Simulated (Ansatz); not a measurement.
The parent structure is WC (space group P-6m2, No. 187; a = 2.8985 Å, c = 2.8277 Å).

Now apply this change: a negative pressure, −2 GPa.

Levels (all Ansatz, a quantum-chemistry and plane-wave program, PAW): PBEsol (420 eV, spin-orbit coupling left out); PBEsol+SOC (420 eV, spin-orbit coupling included).

The geometry is relaxed with PBEsol.

| Quantity | Value |
|---|---|
| PBEsol pressure | -2.0 GPa |

Question: Predict the pressure from PBEsol+SOC.

Answer: The pressure drops by 0.4 GPa, from -2.0 GPa to -2.4 GPa.

Single points use the geometry relaxed with PBEsol. Differences between runs with and without spin-orbit coupling are approximate. Load acts through the strain it causes; cell and atoms are relaxed under it. No phonon test of stability was made. The runs without spin-orbit coupling are not spin-polarised.
